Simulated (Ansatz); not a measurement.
LiF with two functionals, isotropic strain +1.34 %

Base system: LiF in the rock salt structure (space group Fm-3m, No. 225; a = 4.068 Å).

(Cell as relaxed with PBE.)

Levels (all Ansatz, a quantum-chemistry and plane-wave program, PAW): PBE (420 eV, without spin-orbit coupling); r2SCAN (500 eV, spin-orbit coupling left out).

Each level relaxes its own structure.

```csv
base,PBE,r2SCAN
volume per atom,8.41 Å³,7.94 Å³
lattice parameter a,4.068 Å,3.990 Å
band gap,8.83 eV,10.33 eV
```

The change: the cell is scaled by 1.0134 in all directions, atoms relaxed at fixed cell.

```csv
quantity,PBE,r2SCAN
mean gap deformation potential ΔEg/Δln V,-8.4 eV,(withheld)
gap character,direct at Γ,(withheld)
shift of the gap caused by the change,-0.33 eV,(withheld)
```

Question: Predict the r2SCAN column.

Answer: 
- mean gap deformation potential ΔEg/Δln V, r2SCAN: -9.4 eV
- gap character, r2SCAN: direct at Γ
- shift of the gap caused by the change, r2SCAN: -0.37 eV

PBE's mean gap deformation potential ΔEg/Δln V lies 1.0 eV above r2SCAN's; PBE's shift of the gap caused by the change lies 0.04 eV above r2SCAN's; the two agree on the gap character. Neither level is exact; r2SCAN is the comparison here, not a measurement.

Stability against distortions was not tested.
